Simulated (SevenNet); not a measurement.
## Antifluorite K2S

These are the machine-learned potential SevenNet-0 (trained on PBE and PBE+U data) values and carry that method's errors.

Cell: relaxed at this level.

```
Item                                   Result
------------------------------  -------------
equilibrium lattice constant a        7.462 Å
equilibrium volume per atom     34.62 Å³/atom
```

Measured, for comparison: lattice constant a 7.391 Å, equilibrium volume per atom 33.65 Å³/atom (temperature not stated, not corrected to a static lattice; as tabulated in Syrotyuk et al. (2015), arXiv:1510.06546). Computed (rounded) less measured: lattice constant a +1.0 %, equilibrium volume per atom +2.9 %.

A machine-learned potential is trained on density-functional data: it inherits that level's misses and adds fitting errors of its own.
